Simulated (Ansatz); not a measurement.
Consider C (space group Im-3m, No. 229; a = 4.362 Å; a hypothetical phase, not in the database extracts checked). Axes: x, y, z lie along the cube axes.

One thing is altered: uniaxial stress, 8 GPa compression along x; all other stress components relax to zero.

Levels (all Ansatz, a program for electronic structure, PAW): PBEsol (420 eV, no spin-orbit coupling); r2SCAN (500 eV, scalar-relativistic without spin-orbit coupling).

The geometry is relaxed with PBEsol.

| Property | Value |
|---|---|
| PBEsol width of the top valence band | 4.65 eV |
| PBEsol lowest conduction level above the VBM at special points | Z₀ 4.02 eV; Z 4.02 eV; M 4.03 eV; X 4.65 eV |
| PBEsol gap character | indirect, M → Γ–Z (58 % along) |

Predict the width of the top valence band, lowest conduction level above the VBM at special points and gap character from r2SCAN.

The width of the top valence band grows by 0.20 eV, from 4.65 eV to 4.85 eV; the lowest conduction level above the VBM at special points changes from Z₀ 4.02 eV; Z 4.02 eV; M 4.03 eV; X 4.65 eV to Z₀ 4.19 eV; Z 4.19 eV; M 4.20 eV; X 4.94 eV; the gap character is still indirect, M → Γ–Z (58 % along).

Single points use the geometry relaxed with PBEsol. Load acts through the strain it causes; cell and atoms are relaxed under it. Stability under load was not tested beyond the relaxation. k-point labels follow each cell's own Brillouin zone.
